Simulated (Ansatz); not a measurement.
Electronic density of states of amorphous Hf$_{18}$O$_{35}$F$_{2}$, density 8.88 g/cm³, on a 2×2×2 Γ-centred mesh with a Gaussian width of 0.1 eV; energies count from the Fermi level, whose place inside the gap is arbitrary. Cell and mesh are small, so fine structure isn't converged. Method: PBE, scalar-relativistic without spin-orbit coupling (plane waves to 420 eV, PAW; Ansatz, an electronic-structure program). Sampling: a 2×2×2 Γ-centred mesh; Fermi-Dirac width 0.02 eV; no spin polarisation. At PBE the levels at the filled edge of the gap are localised (band-tail or defect states).

It comes from a melt-quench run on a machine-learned potential (CHGNet), relaxed afterwards by DFT. O and F atoms were pushed apart under 1.9 Å during the dynamics, to hinder bonds among them. The hot cell started wider than the set density and was brought back towards it in steps. It is the lowest in DFT energy of 2 quenches. It is a model cell: composition and starting density were chosen by hand, and all elements were melted together. No dispersion term was used. Its density started from a set value of 8.88 and ended at 8.88 g/cm³. The quench (nominally 380 K/ps over its main leg) was far faster than any real one, so the model tends to hold more defects than a real film. Values belong to this one cell and scatter from quench to quench. The volume was held where the preparation left it and the shape relaxed, at a PBE pressure of -2.0 GPa (tension). Stress components on the final sampling reach 2.2 GPa.

| E - EF (eV) | states/(eV atom) |
|---|---|
| -12.00 | 1.92 |
| -11.90 | 0.42 |
| -11.80 | 0.02 |
| -11.70 | 0.00 |
| -11.60 | 0.00 |
| -11.50 | 0.00 |
| -11.40 | 0.00 |
| -11.30 | 0.00 |
| -11.20 | 0.00 |
| -11.10 | 0.00 |
| -11.00 | 0.00 |
| -10.90 | 0.00 |
| -10.80 | 0.00 |
| -10.70 | 0.00 |
| -10.60 | 0.00 |
| -10.50 | 0.00 |
| -10.40 | 0.00 |
| -10.30 | 0.00 |
| -10.20 | 0.00 |
| -10.10 | 0.00 |
| -10.00 | 0.00 |
| -9.90 | 0.00 |
| -9.80 | 0.00 |
| -9.70 | 0.00 |
| -9.60 | 0.00 |
| -9.50 | 0.00 |
| -9.40 | 0.00 |
| -9.30 | 0.00 |
| -9.20 | 0.00 |
| -9.10 | 0.00 |
| -9.00 | 0.00 |
| -8.90 | 0.00 |
| -8.80 | 0.00 |
| -8.70 | 0.00 |
| -8.60 | 0.00 |
| -8.50 | 0.00 |
| -8.40 | 0.00 |
| -8.30 | 0.00 |
| -8.20 | 0.00 |
| -8.10 | 0.00 |
| -8.00 | 0.00 |
| -7.90 | 0.00 |
| -7.80 | 0.00 |
| -7.70 | 0.00 |
| -7.60 | 0.00 |
| -7.50 | 0.00 |
| -7.40 | 0.00 |
| -7.30 | 0.04 |
| -7.20 | 0.15 |
| -7.10 | 0.17 |
| -7.00 | 0.21 |
| -6.90 | 0.41 |
| -6.80 | 0.55 |
| -6.70 | 0.56 |
| -6.60 | 0.62 |
| -6.50 | 0.67 |
| -6.40 | 0.76 |
| -6.30 | 0.83 |
| -6.20 | 0.81 |
| -6.10 | 0.85 |
| -6.00 | 0.89 |
| -5.90 | 0.86 |
| -5.80 | 0.86 |
| -5.70 | 0.91 |
| -5.60 | 0.84 |
| -5.50 | 0.87 |
| -5.40 | 0.85 |
| -5.30 | 0.77 |
| -5.20 | 0.74 |
| -5.10 | 0.77 |
| -5.00 | 0.81 |
| -4.90 | 0.80 |
| -4.80 | 0.82 |
| -4.70 | 0.82 |
| -4.60 | 0.87 |
| -4.50 | 0.91 |
| -4.40 | 0.85 |
| -4.30 | 0.85 |
| -4.20 | 0.85 |
| -4.10 | 0.83 |
| -4.00 | 0.88 |
| -3.90 | 0.93 |
| -3.80 | 0.95 |
| -3.70 | 0.93 |
| -3.60 | 0.91 |
| -3.50 | 0.94 |
| -3.40 | 0.99 |
| -3.30 | 0.98 |
| -3.20 | 0.96 |
| -3.10 | 0.95 |
| -3.00 | 0.94 |
| -2.90 | 0.89 |
| -2.80 | 0.81 |
| -2.70 | 0.76 |
| -2.60 | 0.73 |
| -2.50 | 0.62 |
| -2.40 | 0.61 |
| -2.30 | 0.68 |
| -2.20 | 0.61 |
| -2.10 | 0.37 |
| -2.00 | 0.36 |
| -1.90 | 0.18 |
| -1.80 | 0.02 |
| -1.70 | 0.00 |
| -1.60 | 0.00 |
| -1.50 | 0.00 |
| -1.40 | 0.00 |
| -1.30 | 0.00 |
| -1.20 | 0.00 |
| -1.10 | 0.00 |
| -1.00 | 0.00 |
| -0.90 | 0.00 |
| -0.80 | 0.00 |
| -0.70 | 0.00 |
| -0.60 | 0.00 |
| -0.50 | 0.00 |
| -0.40 | 0.00 |
| -0.30 | 0.00 |
| -0.20 | 0.00 |
| -0.10 | 0.00 |
| 0.00 | 0.00 |
| 0.10 | 0.00 |
| 0.20 | 0.00 |
| 0.30 | 0.00 |
| 0.40 | 0.00 |
| 0.50 | 0.00 |
| 0.60 | 0.00 |
| 0.70 | 0.00 |
| 0.80 | 0.00 |
| 0.90 | 0.00 |
| 1.00 | 0.00 |
| 1.10 | 0.00 |
| 1.20 | 0.00 |
| 1.30 | 0.00 |
| 1.40 | 0.00 |
| 1.50 | 0.00 |
| 1.60 | 0.00 |
| 1.70 | 0.00 |
| 1.80 | 0.02 |
| 1.90 | 0.15 |
| 2.00 | 0.29 |
| 2.10 | 0.34 |
| 2.20 | 0.31 |
| 2.30 | 0.31 |
| 2.40 | 0.37 |
| 2.50 | 0.40 |
| 2.60 | 0.50 |
| 2.70 | 0.59 |
| 2.80 | 0.60 |
| 2.90 | 0.58 |
| 3.00 | 0.65 |
| 3.10 | 0.65 |
| 3.20 | 0.65 |
| 3.30 | 0.68 |
| 3.40 | 0.63 |
| 3.50 | 0.67 |
| 3.60 | 0.72 |
| 3.70 | 0.73 |
| 3.80 | 0.80 |
| 3.90 | 0.81 |
| 4.00 | 0.73 |
| 4.10 | 0.73 |
| 4.20 | 0.71 |
| 4.30 | 0.63 |
| 4.40 | 0.67 |
| 4.50 | 0.70 |
| 4.60 | 0.70 |
| 4.70 | 0.69 |
| 4.80 | 0.64 |

The level gap on this mesh is 3.90 eV; the broadening fills part of it in the curve.
